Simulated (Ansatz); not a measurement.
Take NaI in the CsCl type structure (space group Pm-3m, No. 221; a hypothetical phase, not in the database extracts checked) as the base.

```
CELL_PARAMETERS angstrom
      4.03976     0.00000     0.00000
      0.00000     4.03976     0.00000
      0.00000     0.00000     4.03976
ATOMIC_POSITIONS crystal
  Na 0.00000 0.00000 0.00000
  I  0.50000 0.50000 0.50000
```

Cartesian axes are those of the cell as printed.

The values are results of r2SCAN, PAW, 500 eV (Ansatz, a first-principles code; scalar-relativistic without spin-orbit coupling), not measurements.

Strains are applied to the cell and any free atomic positions relax; under biaxial strain the out-of-plane vector relaxes too.

One change was made to it. Results:

The band gap shrinks by 0.11 eV, from 3.06 eV to 2.95 eV; the energy goes up by 3.3 meV/atom; the shortest interatomic distance falls by 0.0563 Å, from 3.499 Å to 3.442 Å.

Q: Which change produced these results?
(A) biaxial strain +1.23 %, plane normal [001], relaxed out of plane
(B) biaxial strain +3.24 %, plane normal [110], relaxed out of plane
(C) uniaxial strain ε_yy = +1.49 %
(D) biaxial strain +1.56 %, plane normal [001], relaxed out of plane

A: B, biaxial strain +3.24 %, plane normal [110], relaxed out of plane. For comparison, the shortest interatomic distance in the other runs: biaxial strain +1.56 %, plane normal [001], relaxed out of plane gives 3.535 Å; biaxial strain +1.23 %, plane normal [001], relaxed out of plane gives 3.527 Å; uniaxial strain ε_yy = +1.49 % gives 3.516 Å.

Spin-orbit coupling, missing from the scalar runs, can matter with I. Gaps are Kohn–Sham eigenvalue differences; semilocal functionals usually give less than the measured gap. Stability against distortions was not tested.
